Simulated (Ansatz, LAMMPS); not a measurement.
## Amorphous Si-Ge, 512 atoms, melt quenched at 10 K/ps

Cell 22.53 × 22.53 × 22.53 Å, Si279Ge233, 512 atoms. Prepared with Tersoff's 1989 multicomponent potential (SiCGe.tersoff) (LAMMPS): melt at 4000 K, cooled from 2800 to 500 K at 10 K/ps at fixed volume, minimised. 

Computed with PBE, support functions at accuracy medium on the grid of 370 eV (norm-conserving potentials; Ansatz, an electronic-structure program).

Basis: localised support functions (accuracy medium) on a full density matrix. k-points: zone centre alone; occupations: Fermi-Dirac, 0.030 eV; spin polarisation not allowed. Scalar-relativistic, no spin-orbit coupling.

The relaxation was stopped after a set number of steps, with force components up to 0.536 eV/Å left.

```
Quantity                                                                                                  Value
--------------------------------------------  -----------------------------------------------------------------
energy over the perfect crystal(s), per atom                                                      0.215 eV/atom
electronic character of the cell                                               no gap resolved at this smearing
coordination (neighbours within 2.861 Å)                              2.3 % 3-fold, 93.8 % 4-fold, 3.9 % 5-fold
Ge-Ge bonds, mean ± spread                                                                      2.528 ± 0.082 Å
Ge-Si bonds, mean ± spread                                                                      2.464 ± 0.072 Å
Si-Si bonds, mean ± spread                                                                      2.385 ± 0.051 Å
bond angles, mean ± spread                                                                       108.9° ± 13.2°
pressure                                                                                              -0.42 GPa
cost of the final run                         about 18 core-minutes (a rough figure), 14 SCF iterations, 10 GiB
```
